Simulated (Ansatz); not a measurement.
A periodic model of amorphous Si24O50Ti:

```yaml
crystal:
  lattice:
    - [10.64734, -0.17668, -0.18225]
    - [-0.17668, 10.11673, 0.23752]
    - [-0.18225, 0.23752, 10.47113]
  atoms:
    - { symbol: Si, position: [0.85543, 0.50187, 0.54382] }
    - { symbol: Si, position: [0.43449, 0.84291, 0.36743] }
    - { symbol: Si, position: [0.07980, 0.30625, 0.16237] }
    - { symbol: Si, position: [0.69750, 0.93309, 0.34605] }
    - { symbol: Si, position: [0.49492, 0.58017, 0.29854] }
    - { symbol: Si, position: [0.79502, 0.67585, 0.31669] }
    - { symbol: Si, position: [0.40213, 0.41718, 0.68307] }
    - { symbol: Si, position: [0.46389, 0.19425, 0.00502] }
    - { symbol: Si, position: [0.81035, 0.02201, 0.77761] }
    - { symbol: Si, position: [0.39849, 0.12022, 0.73572] }
    - { symbol: Si, position: [0.45103, 0.66212, 0.02000] }
    - { symbol: Si, position: [0.04954, 0.19265, 0.42192] }
    - { symbol: Si, position: [0.62888, 0.59118, 0.68641] }
    - { symbol: Si, position: [0.95300, 0.72887, 0.06108] }
    - { symbol: Si, position: [0.02754, 0.91964, 0.86009] }
    - { symbol: Si, position: [0.98828, 0.48308, 0.96556] }
    - { symbol: Si, position: [0.57216, 0.86930, 0.82180] }
    - { symbol: Si, position: [0.56232, 0.44210, 0.90267] }
    - { symbol: Si, position: [0.36070, 0.29651, 0.26976] }
    - { symbol: Si, position: [0.01764, 0.21119, 0.88371] }
    - { symbol: Si, position: [0.28865, 0.06473, 0.46710] }
    - { symbol: Si, position: [0.11089, 0.38249, 0.63494] }
    - { symbol: Si, position: [0.53987, 0.92202, 0.11441] }
    - { symbol: Si, position: [0.17119, 0.68465, 0.93710] }
    - { symbol: O, position: [0.87026, 0.71187, 0.18726] }
    - { symbol: O, position: [0.42119, 0.63318, 0.16626] }
    - { symbol: O, position: [0.08606, 0.22167, 0.03535] }
    - { symbol: O, position: [0.56239, 0.56295, 0.99927] }
    - { symbol: O, position: [0.79388, 0.81700, 0.39019] }
    - { symbol: O, position: [0.12031, 0.53866, 0.89683] }
    - { symbol: O, position: [0.53666, 0.05926, 0.03756] }
    - { symbol: O, position: [0.67181, 0.90678, 0.19143] }
    - { symbol: O, position: [0.09404, 0.27643, 0.75253] }
    - { symbol: O, position: [0.58034, 0.29776, 0.96946] }
    - { symbol: O, position: [0.47842, 0.98000, 0.76031] }
    - { symbol: O, position: [0.14483, 0.07185, 0.41422] }
    - { symbol: O, position: [0.37149, 0.18005, 0.38533] }
    - { symbol: O, position: [0.29685, 0.07789, 0.62307] }
    - { symbol: O, position: [0.99725, 0.23322, 0.27795] }
    - { symbol: O, position: [0.11568, 0.31591, 0.49470] }
    - { symbol: O, position: [0.40606, 0.24098, 0.13500] }
    - { symbol: O, position: [0.09511, 0.06231, 0.87047] }
    - { symbol: O, position: [0.45217, 0.42326, 0.31637] }
    - { symbol: O, position: [0.56825, 0.90130, 0.42321] }
    - { symbol: O, position: [0.25726, 0.44730, 0.64211] }
    - { symbol: O, position: [0.94576, 0.87447, 0.98962] }
    - { symbol: O, position: [0.45270, 0.26383, 0.67059] }
    - { symbol: O, position: [0.52492, 0.81635, 0.98618] }
    - { symbol: O, position: [0.78212, 0.35787, 0.52698] }
    - { symbol: O, position: [0.21783, 0.33834, 0.23504] }
    - { symbol: O, position: [0.93766, 0.13657, 0.51405] }
    - { symbol: O, position: [0.50471, 0.52211, 0.61261] }
    - { symbol: O, position: [0.70533, 0.93407, 0.86083] }
    - { symbol: O, position: [0.36855, 0.16074, 0.88274] }
    - { symbol: O, position: [0.75541, 0.60483, 0.60422] }
    - { symbol: O, position: [0.58103, 0.73327, 0.74506] }
    - { symbol: O, position: [0.10910, 0.71009, 0.07676] }
    - { symbol: O, position: [0.87749, 0.57026, 0.40151] }
    - { symbol: O, position: [0.91936, 0.92070, 0.74173] }
    - { symbol: O, position: [0.87240, 0.13642, 0.86183] }
    - { symbol: O, position: [0.32611, 0.91391, 0.43886] }
    - { symbol: O, position: [0.01755, 0.44671, 0.11956] }
    - { symbol: O, position: [0.66908, 0.48483, 0.80205] }
    - { symbol: O, position: [0.93446, 0.35756, 0.89459] }
    - { symbol: O, position: [0.43207, 0.68221, 0.39458] }
    - { symbol: O, position: [0.72950, 0.08816, 0.36661] }
    - { symbol: O, position: [0.42079, 0.44526, 0.83604] }
    - { symbol: O, position: [0.64812, 0.61165, 0.29423] }
    - { symbol: O, position: [0.13029, 0.80543, 0.83736] }
    - { symbol: O, position: [0.32499, 0.68160, 0.93582] }
    - { symbol: O, position: [0.42587, 0.88862, 0.21111] }
    - { symbol: O, position: [0.99290, 0.48707, 0.61861] }
    - { symbol: O, position: [0.89874, 0.61275, 0.96572] }
    - { symbol: O, position: [0.72902, 0.08127, 0.65230] }
    - { symbol: Ti, position: [0.77792, 0.17720, 0.51203] }
```

Methods: PBE, scalar-relativistic without spin-orbit coupling (Ansatz, a first-principles code); r2SCAN, scalar-relativistic without spin-orbit coupling (Ansatz); HSE06, scalar-relativistic without spin-orbit coupling (Ansatz). Neutral PBE cell, which sets geometry, pressure and energy: sampling: a 2×2×2 Γ-centred mesh; Fermi-Dirac width 0.02 eV; no spin polarisation. Exact exchange is cut at the faces of this 10 Å cell, which leaves hybrid gaps a finite-size error.

Preparation: random packing, a CHGNet melt and quench, and a DFT relaxation. O atoms were pushed apart under 1.9 Å during the dynamics, to hinder bonds among them. The hot cell started wider than the set density and was brought back towards it in steps. It is the lowest in DFT energy of 2 quenches. It is a model cell: composition and starting density were chosen by hand, and all elements were melted together. No dispersion term was used. Its density started from a set value of 2.24 and ended at 2.24 g/cm³. The quench (nominally 400 K/ps over its main leg) was far faster than any real one, so the model tends to hold more defects than a real film. A cell of this size samples the disorder only roughly. The volume was held where the preparation left it and the shape relaxed.

Question: Give the pressure, the energy against reference phases and the spacing of the highest filled and lowest empty levels.

Answer: 
```json
{
 "Pressure on a 2×2×2 Γ-centred mesh": "3.1 kbar",
 "Largest force and stress component on that mesh (the relaxation ran on the zone centre alone)": "0.03 eV/Å and 0.3 GPa",
 "Energy relative to alpha cristobalite + anatase TiO2 (lowest mix at this level among the phases computed, not always the ambient ones)": "0.146 eV/atom",
 "Gap between localised states on a 2×2×2 Γ-centred mesh (PBE)": "3.07 eV",
 "Gap between localised states at the zone centre (PBE)": "3.07 eV",
 "Gap between localised states at the zone centre (r2SCAN)": "3.49 eV",
 "Gap between localised states at the zone centre (HSE06)": "4.90 eV",
 "Distance between the nearest levels spread over more than a fifth of the atoms or a third of the atoms of their main element (six at least) (PBE, zone centre)": "5.01 eV"
}
```

Question: At PBE and the zone centre, how localised are the states just below and above the Fermi level (participation number: the atoms over which a state spreads)?

Answer: The highest filled state is spread over 5.4 atoms' worth, largest on O42, with weights by element (charge in smoothed Voronoi cells) O 0.95, Si 0.05, Ti 0.00. The lowest empty state is spread over 1.7 atoms' worth, largest on Ti75, with weights by element (charge in smoothed Voronoi cells) Ti 0.76, O 0.21, Si 0.03.

At PBE the levels at both edges of the gap are localised (band-tail or defect states), and the nearest spread-out levels lie 5.0 eV apart at the zone centre.

Bonds are counted up to Si-Si 2.60 Å, Si-O 1.98 Å, Si-Ti 2.78 Å, O-O 1.58 Å, O-Ti 2.49 Å, Ti-Ti 3.12 Å. Two cations that share two anions don't count as bonded, nor two that share one unless they lie closer than Si-Si 2.38 Å, Si-Ti 2.71 Å, Ti-Ti 3.04 Å.

Added carriers, by Ansatz with PBE, scalar-relativistic without spin-orbit coupling on the zone centre alone. Charged cells keep the cell fixed and stand in a uniform background, with no image correction, at a width of 0.01 eV; where the count is odd the moment is locked at 1 μB, unless the neutral cell bore moments. Each starts from the undistorted neutral geometry alone. PBE's self-interaction favours spread-out carriers, so it can miss traps that a hybrid finds.

Question: What happens at PBE when the cell takes an extra electron and the atoms relax?

Answer: Relaxation lowers the charged cell by 0.24 eV. The largest moves are O49 0.18 Å, O74 0.16 Å, Ti75 0.12 Å, O55 0.12 Å. The level that holds the added charge spreads over 2.8 atoms' worth, most on Ti75 (weight 0.59): a localised (trapped) carrier, which neighbours of that atom can share. No bond crosses its cut-off with a change of over 0.15 Å (metal-metal contacts aside). Made neutral again at that geometry, the cell lies +0.46 eV from the neutral start.

Question: What happens at PBE when the cell takes a hole and the atoms relax?

Answer: Relaxation lowers the charged cell by 0.29 eV. The largest moves are O33 0.10 Å, O27 0.10 Å, O59 0.10 Å, O74 0.09 Å. The level that was emptied spreads over 6.1 atoms' worth, most on O64 (weight 0.24): a partly localised carrier. No bond crosses its cut-off with a change of over 0.15 Å (metal-metal contacts aside). Made neutral again at that geometry, the cell lies +0.40 eV from the neutral start.
